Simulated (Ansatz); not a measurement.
A self-consistent single point of CaAl2Zn2 (I4mm, 5 atoms in the cell) with Ansatz (a first-principles code).

Method of the run: LDA (PW92), default PAW files made with PBE (plane waves; Ansatz).

```
CELL_PARAMETERS angstrom
     -2.05088     2.05088     5.72521
      2.05088    -2.05088     5.72521
      2.05088     2.05088    -5.72521
ATOMIC_POSITIONS crystal
  Ca 0.00437 0.00437 0.00000
  Al 0.25000 0.75000 0.50000
  Al 0.75000 0.25000 0.50000
  Zn 0.39187 0.39187 0.00000
  Zn 0.60813 0.60813 0.00000
```

Reference input (self-consistent single point, DFT, LDA (PW92), plane waves, default PAW files made with PBE): basis.ecutwfc = 420 eV; kpoints.mp_grid.grid = 7 7 7; hamiltonian.xc = lda; hamiltonian.pseudopotentials = {kind: paw} (the program's default PAW files); scf.occupations.method = gaussian; scf.occupations.width = 0.1 eV. This run's input differs from it in these lines:

Ansatz 0.2 input:
```diff
@@ -12,3 +12,3 @@
 basis:
-  ecutwfc: 420.0
+  ecutwfc: 295.0
 kpoints:
```

Output, abridged:

```
SCF iter   1: F=—  HF=-9292.014060 eV  |F-HF|=—  |Δ(HF+E_count)|=         —  Δρ=5.49e-3  dr2=2.08e-2  ethr=1.77e-3  ⟨swp⟩=7.1  Hψ=4905  notcnv=0
all-band conjugate gradients solve this SCF's bands
preconditioner: auto → Kerker (q_TF=auto, 2.357 Å⁻¹)
SCF iter   2: F=—  HF=-9291.989685 eV  |F-HF|=—  |Δ(HF+E_count)|=   2.44e-2  Δρ=7.09e-3  dr2=4.19e-2  ethr=5.21e-5  ⟨swp⟩=2.0  Hψ=2120  notcnv=0  defer=22
   [... lines left out ...]
SCF iter   5: F=—  HF=-9291.979894 eV  |F-HF|=—  |Δ(HF+E_count)|=   5.07e-5  Δρ=1.99e-4  dr2=2.26e-5  ethr=7.52e-7  ⟨swp⟩=2.0  Hψ=1651  notcnv=0  defer=24
SCF iter   6: F=—  HF=-9291.979890 eV  |F-HF|=—  |Δ(HF+E_count)|=   3.87e-6  Δρ=8.13e-5  dr2=4.11e-6  ethr=5.64e-8  ⟨swp⟩=2.0  Hψ=1591  notcnv=0  defer=24
SCF iter   7: F=—  HF=-9291.979889 eV  |F-HF|=—  |Δ(HF+E_count)|=   1.34e-6  Δρ=3.79e-5  dr2=9.00e-7  ethr=1.03e-8  ⟨swp⟩=2.0  Hψ=1588  notcnv=0  defer=24
SCF iter   8: F=-9291.979889 eV  HF=-9291.979889 eV  |F-HF|=4.70e-8  |Δ(HF+E_count)|=   2.27e-7  Δρ=8.87e-6  dr2=6.01e-8  ethr=2.50e-10  ⟨swp⟩=5.4  Hψ=4289  notcnv=0
SCF 1 converged in 8 iterations: F = -9291.979889 eV  dr2 = 6.01e-8
Free energy (F): -9291.979889 eV
Internal energy: -9291.970349 eV  (E = F + TS)
E sigma→0 (E₀):  -9291.975119 eV
Entropy (-TS):   -0.009540 eV (-1.908 meV/atom)
Fermi energy:    7.862517 eV
--- Forces (eV/Å), atoms counted from 1 ---
  atom   1  Ca    -0.00000000    -0.00000000    -0.10666775
  atom   2  Al    -0.00000000    -0.00000000     0.03539453
  atom   3  Al     0.00000000    -0.00000000     0.03539453
  atom   4  Zn    -0.00000000    -0.00000000     0.02768546
  atom   5  Zn     0.00000000     0.00000000     0.00816943
--- Stress (GPa, compression-positive) ---
       -3.887446       0.000000       0.000000
        0.000000      -3.887446       0.000000
        0.000000       0.000000      -4.017994
  P = ⅓ Tr σ = -3.9310 GPa (-39.310 kbar)
  The stress holds the Pulay correction. Without it, at fixed plane waves, as pw.x and ABINIT print it: P = -10.5753 GPa
```

The run converged in 8 iterations. Against the reference run the free energy rises by 91.5 meV/atom, the pressure goes from -4.45 to -3.93 GPa and the largest force goes from 0.100 to 0.107 eV/Å.

The starting cell comes from a database of computed structures (which also holds hypothetical and non-ambient phases and stackings), without a prior relaxation at this level. Its lattice was rescaled by up to half a per cent. One atom was moved a little off its site on purpose. Ansatz's pressure includes its estimate of the finite-basis (Pulay) stress. Without the estimate this run gives -10.58 GPa. The cutoff lies below the one recommended for these files.
